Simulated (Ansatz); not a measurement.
The starting structures come from a database of crystals and need not be the phases stable at ambient conditions.

 Where the default PAW files enter, the runs use the earlier of Ansatz's two default sets.

Tunnelling through a barrier is set by its complex band structure: the current falls as exp(−2κd) with the smallest κ.

Here is the system:

```yaml
crystal:
  lattice:
    - [5.24341, 0.00000, 0.00000]
    - [-2.62170, 4.54093, 0.00000]
    - [2.62170, 1.51364, 4.28123]
  atoms:
    - { symbol: Sr, position: [0.50000, 0.25000, 0.25000] }
    - { symbol: Sr, position: [0.50000, 0.75000, 0.75000] }
    - { symbol: Fe, position: [0.00000, 0.00000, 0.00000] }
    - { symbol: H, position: [0.43508, 0.21754, 0.78246] }
    - { symbol: H, position: [0.56492, 0.78246, 0.21754] }
    - { symbol: H, position: [0.00000, 0.21754, 0.78246] }
    - { symbol: H, position: [0.00000, 0.78246, 0.21754] }
    - { symbol: H, position: [0.00000, 0.78246, 0.78246] }
    - { symbol: H, position: [0.00000, 0.21754, 0.21754] }
```

Space group of this cell: Fm-3m. The cell is taken as given.

Transport runs along the normal of the first two printed cell vectors, the (111) plane of the conventional cell.

The gap is the functional's own. No spin-orbit coupling. Mid-gap values are interpolated on the energy grid.

Task: Estimate the band gap and the smallest decay constant κ at mid-gap that r2SCAN (Ansatz, a first-principles code) returns for this system.

Result: Gap 1.86 eV on a 8×8×8 mesh; κ = 0.437 1/Å, at (0.500, 0.000) of the in-plane reciprocal vectors. At the zone centre, at the nearest computed energy, the slowest state has κ = 0.50 1/Å.
